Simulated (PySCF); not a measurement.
PySCF 2.14.0, WB97X/def2-svpd, df: Al(Cl)(Br)(NH2) ([NH2][Al]([Cl])[Br]), 6 atoms. The geometry is a generated start, not checked to be a minimum at this level.

```json
{
 "task": "energy",
 "method": "wb97x",
 "basis": "def2-svpd",
 "two_electron_scheme": "density fitting",
 "mol.max_memory": "3000 MB",
 "mf.max_cycle": "100",
 "mf.init_guess": "minao (default)",
 "mf.conv_tol": "1e-09 (default)",
 "mf.grids.level": "3 (default)",
 "basis_functions": "128",
 "grid_points": "92008"
}
```

```xyz
6

Al     0.5517    -0.3622     0.3333
Cl     2.4724    -0.5625    -0.2607
Br    -0.1869    -1.3009     2.2405
N     -0.6731     0.5422    -0.5694
H     -1.6411     0.6609    -0.2960
H     -0.5229     1.0225    -1.4478
```

With the defaults (mf.diis = true, mf.damp = 0, mf.diis_start_cycle = 1, mf.diis_space = 8, mf.DIIS = CDIIS, mf.level_shift = 0, mf.diis_damp = 0) it converges in 12 Fock builds. One run each on 2 threads, 1 BLAS thread, with these changes:
- mf.diis_space = 20
- mf.diis = false
- mf.diis = false, mf.damp = 0.7, mf.diis_start_cycle = 999
- mf.level_shift = 0.3 Hartree
- mf.DIIS = EDIIS
- mf.damp = 0.7, mf.diis_start_cycle = 8
- mf.diis_damp = 0.3
- mf.diis_space = 12
- mf.diis_space = 5

Task: Which of these changes keep the SCF from converging, or lead it to another solution?

Result: No convergence: mf.diis = false (the run ends without SCF convergence in 100 cycles). The rest reach the solution of the defaults.

```
setting                                                    Fock builds             end
---------------------------------------------------------  -----------  --------------
the defaults                                                        12   same solution
mf.diis_space = 20                                                  12   same solution
mf.diis_space = 5                                                   12   same solution
mf.diis_damp = 0.3                                                  12   same solution
mf.diis_space = 12                                                  12   same solution
mf.level_shift = 0.3 Hartree                                        15   same solution
mf.damp = 0.7, mf.diis_start_cycle = 8                              16   same solution
mf.diis = false, mf.damp = 0.7, mf.diis_start_cycle = 999           39   same solution
mf.DIIS = EDIIS                                                     49   same solution
mf.diis = false                                                    101  no convergence
```
